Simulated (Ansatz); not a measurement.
Input:

```xyz
4
Lattice="3.8212 0.0000 0.0000 -1.9106 3.3093 0.0000 0.0000 0.0000 6.1513" Properties=species:S:1:pos:R:3 pbc="T T T"
Zn     1.9106     1.1031     6.1604
Zn     0.0000     2.2062     3.0848
S      1.9106     1.1031     3.8366
S      0.0000     2.2062     0.7610
```

No spin polarisation.

Method: DFT with r2SCAN, PAW potentials and a 500 eV plane-wave cutoff in Ansatz (a first-principles code), without spin-orbit coupling, earlier PAW set. Γ-centred 10×10×6 mesh, Fermi–Dirac width 0.05 eV.

Problem. Predict the band gap, width of the top valence band and valence-band top at Γ.

Solution. The band gap comes out as 2.85 eV and the width of the top valence band comes out as 2.17 eV. The valence-band top at Γ (three highest levels, from the VBM) comes out as 0.00, -0.01, -0.01 eV.

Load acts through the strain it causes; cell and atoms are relaxed under it. Beyond what the load breaks, stability against distortions was not tested. The cell was made from ZnS in the wurtzite structure (space group P6_3mc, No. 186) by this change: uniaxial stress, 2 GPa compression along z.
